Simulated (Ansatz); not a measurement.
TiAl3 (I4/mmm, No. 139), treated with r²SCAN (plane waves, PAW; Ansatz, a first-principles code).

Run with plane-wave cutoff 560 eV, 20×20×20 k mesh, Fermi–Dirac smearing 0.05 eV, no spin polarisation, scalar-relativistic PAW data made under PBE.

Properties against volume:

Shape and atoms are relaxed at each volume.

```json
[
 {"V (Å³/atom)": "15.024", "P (GPa)": "5.10", "c (Å)": "8.440", "a (Å)": "3.774"},
 {"V (Å³/atom)": "15.337", "P (GPa)": "2.42", "c (Å)": "8.501", "a (Å)": "3.799"},
 {"V (Å³/atom)": "15.650", "P (GPa)": "0.00", "c (Å)": "8.561", "a (Å)": "3.824"},
 {"V (Å³/atom)": "15.963", "P (GPa)": "-2.20", "c (Å)": "8.621", "a (Å)": "3.849"},
 {"V (Å³/atom)": "16.276", "P (GPa)": "-4.18", "c (Å)": "8.680", "a (Å)": "3.873"}
]
```
